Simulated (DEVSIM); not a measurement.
# illuminated Si p-on-n cell, one wavelength

Device: illuminated Si p-on-n cell, one wavelength, at 300 K.

```tsv
layer (left to right)	material	thickness (μm)	Nd (cm⁻³)	Na (cm⁻³)	τn (s)	τp (s)	absorption coefficient (cm⁻¹)
1	Si	0.100	-	3.1e18	1.2e-6	2.7e-6	5500
2	Si	49.0	1.5e17	-	1.3e-5	1.3e-5	5500
```

Left contact: ohmic, minority electron recombination velocity 2e6 cm/s. Right contact: ohmic, minority hole recombination velocity 50000 cm/s. Voltage is applied to the left contact. Recombination: SRH at mid-gap, radiative, Auger. Light enters at the left, 1.5e18 photons cm⁻² s⁻¹, one pass, no reflection. Mobility is μmin + (μ − μmin)/(1 + (N/Nref)^α).

This is a model device: material constants are rounded textbook-type values typed into the input, and sizes, dopings and lifetimes were drawn at random. Values at 300 K.

```tsv
parameter	Si
gap (eV)	1.124
affinity (eV)	4.05
permittivity	11.7
Nc (cm⁻³)	2.86e19
Nv (cm⁻³)	3.1e19
μn (cm²/Vs)	1417
μp (cm²/Vs)	470
μn,min	52
μp,min	45
Nref,n	9.7e16
Nref,p	2.2e17
αn	0.68
αp	0.72
B (cm³/s)	4.7e-15
Cn (cm⁶/s)	2.8e-31
Cp (cm⁶/s)	9.9e-32
```

DEVSIM, 1D drift-diffusion, Boltzmann statistics, complete ionisation; no tunnelling, impact ionisation, image-force lowering or self-heating.

```
Item                                                       Value
---------------------------------------------------  -----------
Potential step across the device at zero bias            0.929 V
Largest field in the device at zero bias             200000 V/cm
Dark forward voltage at 1 A/cm²                          0.692 V
Dark forward voltage at 100 A/cm²                        0.838 V
Short-circuit current                                 227 mA/cm²
Open-circuit voltage                                     0.653 V
Fill factor                                                 0.84
Largest power                                         124 mW/cm²
Share of generated pairs collected at short circuit        0.944
```

Current under light (generator sign):

```json
[
 {"V (V)": "0.00", "J (mA/cm²)": "227"},
 {"V (V)": "0.10", "J (mA/cm²)": "227"},
 {"V (V)": "0.20", "J (mA/cm²)": "227"},
 {"V (V)": "0.30", "J (mA/cm²)": "227"},
 {"V (V)": "0.40", "J (mA/cm²)": "227"},
 {"V (V)": "0.50", "J (mA/cm²)": "226"},
 {"V (V)": "0.52", "J (mA/cm²)": "225"},
 {"V (V)": "0.54", "J (mA/cm²)": "224"},
 {"V (V)": "0.56", "J (mA/cm²)": "220"},
 {"V (V)": "0.58", "J (mA/cm²)": "213"},
 {"V (V)": "0.60", "J (mA/cm²)": "197"},
 {"V (V)": "0.62", "J (mA/cm²)": "163"},
 {"V (V)": "0.64", "J (mA/cm²)": "89.9"},
 {"V (V)": "0.66", "J (mA/cm²)": "-69.0"}
]
```

Small-signal capacitance in reverse bias (quasi-static):

| V (V) | C (nF/cm²) |
|---|---|
| -0.04 | 114 |
| -0.1 | 110 |
| -0.2 | 105 |
| -0.3 | 101 |
| -0.4 | 96.5 |
